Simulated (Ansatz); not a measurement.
System: BaAl₂O₄ (C2, No. 5, 14 atoms in the cell; start mp-1228007; a measured phase of this formula has another space group). Method: PBE0 (Ansatz, a first-principles code, PAW).

Settings: plane-wave cutoff 460 eV, 4×4×2 k mesh (along the axes of the cell as run), Fermi–Dirac smearing 0.01 eV, scalar-relativistic PAW data made under PBE.

Cell (relaxed with PBEsol):

```yaml
crystal:
  lattice:
    - [4.49306, -2.59542, -0.00256]
    - [4.49306, 2.59542, -0.00256]
    - [-0.10516, 0.00000, 8.86816]
  atoms:
    - { symbol: Ba, position: [0.00258, 0.99641, 0.25024] }
    - { symbol: Ba, position: [0.00359, 0.99742, 0.74976] }
    - { symbol: Al, position: [0.67665, 0.65721, 0.44636] }
    - { symbol: Al, position: [0.34279, 0.32335, 0.55364] }
    - { symbol: Al, position: [0.33891, 0.32870, 0.94638] }
    - { symbol: Al, position: [0.67130, 0.66109, 0.05362] }
    - { symbol: O, position: [0.69972, 0.63285, 0.24990] }
    - { symbol: O, position: [0.36715, 0.30028, 0.75010] }
    - { symbol: O, position: [0.00469, 0.64578, 0.50940] }
    - { symbol: O, position: [0.35422, 0.99531, 0.49060] }
    - { symbol: O, position: [0.65716, 0.34284, 0.50000] }
    - { symbol: O, position: [0.99741, 0.35142, 0.98716] }
    - { symbol: O, position: [0.64858, 0.00259, 0.01284] }
    - { symbol: O, position: [0.34808, 0.65192, 0.00000] }
```

Question: Predict the band gap and smallest direct gap on the k points sampled.

Answer: 
* **band gap**: 6.37 eV
* **smallest direct gap on the k points sampled**: 6.57 eV

Note: cell and atoms aren't relaxed at this level (largest force component 0.29 eV/Å, pressure -0.3 GPa).

Spin–orbit coupling is not included.

A start named mp-… is a Materials Project structure, which need not be a measured phase.
